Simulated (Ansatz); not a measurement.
**Phonons of cubic perovskite BaHfO3 at temperature**

Method: the stochastic self-consistent harmonic approximation in a 2×2×2 supercell, PBE density-functional theory in Ansatz (plane waves, PAW). Spin-orbit coupling is not included. The cell is fixed at its relaxed static size. Melting and transitions to other phases are not modelled. Frequencies in cm⁻¹ at q = (0.00, 0.00, 0.00) (fractions of the primitive reciprocal vectors), each column in ascending order, rows equal in every column written once; i marks an imaginary mode. The auxiliary (Gaussian) frequencies are positive by construction; the free-energy Hessian decides stability. At Γ the LO-TO splitting is left out.

```csv
harmonic,Gaussian 300 K,Hessian 300 K,Gaussian 1000 K,Hessian 1000 K
95,109,107,121,117
179,197,193,219,209
202,218,215,237,228
495,499,494,507,493
```

```
Quantity                                                                        Value
--------------------------------------------------------------------  ---------------
pressure at 300 K in this cell                                        1.26 ± 0.03 GPa
pressure at 1000 K in this cell                                       3.45 ± 0.06 GPa
pressure near 300 K by path-integral sampling of the fitted surface          1.25 GPa
pressure near 1000 K by path-integral sampling of the fitted surface         3.49 GPa
static pressure                                                              0.00 GPa
largest statistical error of the Hessian column at 300 K                     1.3 cm⁻¹
largest statistical error of the Hessian column at 1000 K                    2.5 cm⁻¹
```

Over all wave vectors of the supercell the softest harmonic mode is 26 cm⁻¹ at q = (0.50, 0.50, 0.50); the softest of the Hessian is 79 cm⁻¹ at q = (0.50, 0.50, 0.50) at 300 K (error 1; the run's verdict: stable), 86 cm⁻¹ at q = (0.00, 0.50, 0.50) at 1000 K (error under 1; the run's verdict: stable).

Ansatz is a program for electronic structure.
